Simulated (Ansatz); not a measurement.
An Ansatz (a first-principles code) run: TiB2 with a change (pressure −2 GPa); Ansatz, PBE, PAW, cutoff 420 eV, no SOC, earlier PAW set.

Input:

Ansatz 0.2 input:
```yaml
crystal:
  lattice:
    - [3.0353344556, 0, 0]
    - [-1.5176672278, 2.6286767475, 0]
    - [0, 0, 3.2298222134]
  atoms:
    - { symbol: Ti, position: [0, 0, 0] }
    - { symbol: B, position: [0.3333333333, 0.6666666667, 0.5] }
    - { symbol: B, position: [0.6666666667, 0.3333333333, 0.5] }
basis: { ecutwfc: 420, ecutrho_ratio: 4, xc_grid: 2, fft_grid_basis: typed }
kpoints: { mp_grid: { grid: [18, 18, 14] } }
hamiltonian:
  xc: pbe
  dispersion: none
  pseudopotentials: { azcp: { folder: ./paw }, kind: paw }
scf: { occupations: { method: fermi_dirac, width: 0.05 } }
relax: { f_tol: 0.01, max_steps: 60, cell: { stress_tol: 0.02, p_target: -2.0 } }
output: { forces: true, stress: true }
checkpoint: { write: state.ck, write_every: 1000 }
```

Output (explanatory and most iteration lines left out):

```
Relaxation: its limit of steps is 60 (relax.max_steps)
Pseudopotential: Ti, paw, valence charge 12
Pseudopotential: B, paw, valence charge 3
Crystal: 3 atoms, lattice volume = 25.770 Å³
Basis set: ecut = 420 eV, 503 PW (Γ), exchange–correlation on 48×48×48 points (8 copies of the dense FFT grid, shifted against one another)
Bands: 13, of which v1, the nominal top of the filled ones, is band 9 counted from 1 (8 counted from 0)
Symmetry: 24 space group operations
Space group: P6/mmm (ITA 191), of the structure as read, at distance tolerance 3.0e-5 Å
k-points: 296 of 4536
Functional: x = pbe(κ = 0.804, μ = 0.2195149727645171), c = pbe(β = 0.06672455060314922)
SCF iter   1: F=—  HF=-2815.914107 eV  |F-HF|=—  |Δ(HF+E_count)|=         —  Δρ=1.06e-1  dr2=4.71e0  ethr=3.10e-3  ⟨swp⟩=4.3  Hψ=18141  notcnv=0
SCF iter   2: F=—  HF=-2815.249993 eV  |F-HF|=—  |Δ(HF+E_count)|=   6.64e-1  Δρ=7.04e-2  dr2=2.22e0  ethr=3.10e-3  ⟨swp⟩=2.0  Hψ=7357  notcnv=0
SCF 1 converged in 7 iterations: F = -2814.698754 eV  dr2 = 1.63e-8
relax step   1: F+E_penalty+E_count = -2814.69875410 eV  Δ(F+E_penalty+E_count) = +0.000e0 eV  max|allowed force component| = 1.665e-16 eV/Å  Δτ_max = 0.0000 Å  P = -1.000 GPa  Ω = 25.770 Å³  (7 SCF iters, dr2 threshold 1.00e-7 eV, accepted)
[... steps on the carried basis left out ...]
relax step   5: F+E_penalty+E_count = -2814.69776596 eV  Δ(F+E_penalty+E_count) = -1.065e-4 eV  max|allowed force component| = 4.626e-16 eV/Å  Δτ_max = 0.0000 Å  P = -1.999 GPa  Ω = 25.876 Å³  stress off target by 3.90e-3 GPa  SCF on the basis re-selected at this cell (its energy is not comparable with the rows above)  (8 SCF iters)
SCF converged after 8 iterations
Free energy (F): -2814.697766 eV
Internal energy: -2814.694878 eV  (E = F + TS)
E sigma→0 (E₀):  -2814.696322 eV
Entropy (-TS):   -0.002888 eV (-0.963 meV/atom)
Fermi energy:    15.007264 eV
--- Forces (eV/Å), atoms counted from 1 ---
  atom   1  Ti    -0.00000000     0.00000000     0.00000000
  atom   2  B      0.00000000    -0.00000000     0.00000000
  atom   3  B     -0.00000000     0.00000000    -0.00000000
--- Stress (GPa, compression-positive) ---
       -1.997217       0.000000      -0.000000
        0.000000      -1.997217       0.000000
       -0.000000       0.000000      -2.003901
  P = ⅓ Tr σ = -1.9994 GPa (-19.994 kbar)
--- Relaxed structure (4 steps of the walk, 4 accepted, 1 SCFs on fresh bases) ---
  cell:  # Å, volume = 25.8761 Å³
    - [3.0389149005356613, 0.0, -4.947809027465578e-35]
    - [-1.5194574502678306, 2.6317775038029434, -7.5242615449386e-35]
    - [-5.264837776009484e-35, -1.2284621477355459e-34, 3.235417333838569]
  atoms:
    - { symbol: Ti, position: [-6.789314018420202e-35, -7.123096790603577e-36, -2.5737787947340145e-85] }
    - { symbol: B, position: [0.33333333333333337, 0.6666666666666667, 0.5] }
    - { symbol: B, position: [0.6666666666666666, 0.33333333333333337, 0.5] }
```

Load acts through the strain it causes; cell and atoms are relaxed under it. Stability against distortions was not tested. All final runs are without spin polarisation. The cell was made from TiB2 (space group P6/mmm, No. 191) by this change: pressure −2 GPa.
